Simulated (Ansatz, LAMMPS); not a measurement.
Crystalline Ge, 1000 atoms, one frame of classical dynamics at 100 K, cell scaled from the potential's lattice parameter to the PBE one and held. Cell 28.80 × 28.80 × 28.80 Å, Ge1000, 1000 atoms. Prepared with LAMMPS with Tersoff's 1989 multicomponent potential (SiCGe.tersoff): 30 ps at 100 K at fixed volume, last frame. The 60 atoms nearest one atom, with forces from Ansatz (an electronic-structure program) with PBE, support functions at accuracy medium on the grid of 370 eV on the whole cell:

| x (Å) | y | z | Fx (eV/Å) | Fy | Fz |
|---|---|---|---|---|---|
| 0.000 | 0.000 | 0.000 | -0.13 | -0.04 | -0.09 |
| 1.479 | 1.396 | 1.448 | -0.17 | 0.27 | -0.25 |
| 1.422 | -1.429 | -1.483 | -0.18 | 0.06 | -0.20 |
| -1.458 | -1.446 | 1.435 | -0.15 | -0.06 | -0.02 |
| -1.479 | 1.434 | -1.437 | 0.23 | -0.17 | -0.46 |
| 2.809 | -2.869 | -0.022 | 0.12 | 0.09 | 0.17 |
| -0.006 | 2.790 | 2.893 | 0.14 | 0.44 | -0.36 |
| -2.878 | 2.872 | -0.018 | -0.26 | 0.14 | 0.40 |
| 2.874 | 2.879 | -0.049 | -0.12 | -0.05 | 0.26 |
| 2.870 | -0.017 | 2.893 | 0.04 | -0.22 | 0.10 |
| -0.010 | -2.902 | 2.868 | -0.08 | 0.00 | -0.23 |
| 2.845 | 0.060 | -2.943 | 0.00 | -0.36 | 0.00 |
| -0.018 | 2.875 | -2.941 | -0.18 | -0.08 | 0.33 |
| -2.906 | -0.006 | 2.919 | 0.13 | -0.16 | -0.29 |
| -0.011 | -2.916 | -2.943 | 0.00 | 0.01 | 0.50 |
| -2.963 | -2.899 | -0.003 | 0.00 | 0.56 | 0.14 |
| -2.899 | -0.021 | -2.982 | 0.18 | 0.23 | 0.57 |
| 4.279 | -1.405 | 1.386 | 0.08 | -0.06 | 0.00 |
| -1.521 | -4.274 | -1.410 | 0.38 | -0.11 | -0.50 |
| -1.405 | 4.300 | 1.477 | 0.05 | -0.17 | -0.49 |
| -1.435 | 1.423 | 4.309 | -0.40 | 0.01 | 0.05 |
| 1.435 | 4.300 | -1.483 | -0.03 | -0.03 | -0.18 |
| 4.291 | 1.466 | -1.500 | 0.09 | -0.29 | 0.27 |
| -4.346 | 1.388 | 1.438 | -0.01 | 0.39 | -0.04 |
| 1.416 | -1.500 | 4.317 | 0.14 | 0.36 | 0.00 |
| -1.426 | -1.464 | -4.339 | 0.07 | 0.24 | -0.45 |
| -4.363 | -1.401 | -1.487 | 0.07 | -0.18 | 0.24 |
| 1.451 | -4.359 | 1.457 | -0.03 | 0.27 | 0.00 |
| 1.379 | 1.442 | -4.398 | 0.11 | 0.04 | -0.09 |
| -0.031 | -5.672 | -0.012 | -0.15 | -0.51 | 0.09 |
| 0.026 | 0.053 | 5.700 | 0.21 | -0.24 | 0.22 |
| 0.033 | 5.735 | -0.047 | -0.44 | 0.11 | 0.26 |
| 5.768 | 0.037 | -0.026 | -0.31 | 0.07 | -0.05 |
| -5.822 | -0.035 | 0.010 | 0.19 | 0.41 | -0.38 |
| -0.020 | -0.011 | -5.868 | -0.09 | -0.04 | 0.47 |
| 4.265 | -4.268 | -1.443 | 0.17 | -0.19 | -0.01 |
| 1.378 | 4.324 | 4.275 | 0.28 | -0.22 | 0.51 |
| -1.493 | -4.319 | 4.247 | -0.08 | 0.00 | 0.23 |
| 4.288 | 4.322 | 1.407 | 0.05 | 0.01 | 0.31 |
| 4.321 | 1.410 | 4.323 | 0.14 | 0.19 | 0.16 |
| 4.289 | -1.414 | -4.386 | 0.44 | 0.01 | 0.43 |
| -1.471 | 4.329 | -4.332 | 0.07 | 0.17 | -0.11 |
| -4.385 | 4.297 | -1.435 | 0.39 | -0.14 | -0.36 |
| 1.477 | -4.345 | -4.333 | -0.12 | -0.07 | -0.07 |
| -4.346 | -1.430 | 4.351 | 0.09 | -0.21 | -0.18 |
| -4.299 | 1.452 | -4.395 | -0.13 | 0.00 | 0.15 |
| -4.390 | -4.324 | 1.455 | 0.07 | 0.03 | -0.17 |
| 5.691 | -2.867 | 2.832 | -0.04 | -0.18 | 0.16 |
| -2.881 | 5.705 | 2.878 | -0.31 | -0.09 | -0.19 |
| 5.707 | 2.878 | -2.911 | 0.03 | 0.16 | -0.33 |
| -2.913 | 2.842 | 5.727 | 0.36 | 0.18 | 0.23 |
| 2.818 | 5.766 | 2.880 | 0.33 | 0.03 | -0.20 |
| -2.922 | -5.728 | -2.880 | 0.00 | 0.06 | -0.21 |
| 2.859 | -2.862 | -5.772 | -0.03 | -0.10 | -0.11 |
| 5.758 | -2.892 | -2.866 | -0.39 | 0.46 | -0.28 |
| -5.786 | -2.844 | 2.877 | -0.05 | 0.03 | 0.00 |
| 2.861 | -2.879 | 5.785 | 0.03 | -0.30 | 0.09 |
| 2.866 | 5.779 | -2.896 | -0.09 | -0.41 | -0.44 |
| 5.767 | 2.897 | 2.892 | -0.22 | 0.08 | -0.06 |
| -2.932 | -5.776 | 2.842 | 0.11 | -0.07 | -0.07 |
